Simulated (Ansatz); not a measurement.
The starting structures come from a database of crystals and need not be the phases stable at ambient conditions.

Crystal: K2PtBr4 (P4/mmm, not sure to be the ambient phase, 7 atoms a cell, 34.2 Å³ an atom); planes in its conventional cell.

Method: PBEsol (plane waves, PAW; Ansatz, a program for electronic structure).

No gap correction and no spin-orbit coupling; mid-gap values are interpolated between computed energies.

```json
[
 {"plane": "(001)", "area of the cell (Å²)": "54.8", "mid-gap κ (1/Å)": "0.34", "largest κ in the gap (1/Å)": "0.36"},
 {"plane": "(111)", "area of the cell (Å²)": "71.4", "mid-gap κ (1/Å)": "___", "largest κ in the gap (1/Å)": "___"},
 {"plane": "(110)", "area of the cell (Å²)": "45.7", "mid-gap κ (1/Å)": "___", "largest κ in the gap (1/Å)": "___"}
]
```

Task: The slowest decay depends on the direction. Supply the withheld values.

Result: 
- (111), mid-gap κ (1/Å): 0.40
- (111), largest κ in the gap (1/Å): 0.40
- (110), mid-gap κ (1/Å): 0.27
- (110), largest κ in the gap (1/Å): 0.32
